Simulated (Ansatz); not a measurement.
# How far PBE and PBEsol part for hypothetical anti-CdI2 type W2N, uniaxial strain ε_zz = +1.59 %

The reference is W$_{2}$N in the anti-CdI2 type structure (space group P-3m1, No. 164; a = 2.824 Å, c = 5.366 Å; a hypothetical phase, not in the database extracts checked; relaxed with 0.1 eV smearing). Axes: x lies along a and z along c of the hexagonal cell.

(Cell as relaxed with PBE.)

Levels (all Ansatz, a quantum-chemistry and plane-wave program, PAW): PBE (420 eV, scalar-relativistic without spin-orbit coupling); PBEsol (420 eV, scalar-relativistic without spin-orbit coupling).

Each level relaxes its own structure.

```json
[
 {"base": "volume per atom", "PBE": "12.36 Å³", "PBEsol": "12.02 Å³"},
 {"base": "lattice parameter a", "PBE": "2.824 Å", "PBEsol": "2.803 Å"},
 {"base": "band gap", "PBE": "zero", "PBEsol": "zero"}
]
```

Perturbation: uniaxial strain ε_zz = +1.59 %, all other strain components held at zero; the atoms relax in the strained cell.

| quantity | PBE | PBEsol |
|---|---|---|
| shortest interatomic distance | 2.192 Å | ? |
| pressure (mean of the normal stresses, compression positive) | -4.8 GPa | ? |

Question: Given the PBE results, estimate those of PBEsol.

Answer: 
- shortest interatomic distance, PBEsol: 2.170 Å
- pressure (mean of the normal stresses, compression positive), PBEsol: -5.2 GPa

PBE's shortest interatomic distance lies 0.022 Å above PBEsol's (1.0 %); PBE's pressure lies 0.4 GPa above PBEsol's. Neither level is exact; PBEsol is the comparison here, not a measurement.

No phonon test of stability was made. All final runs are without spin polarisation. An odd electron count without spin: W2N.
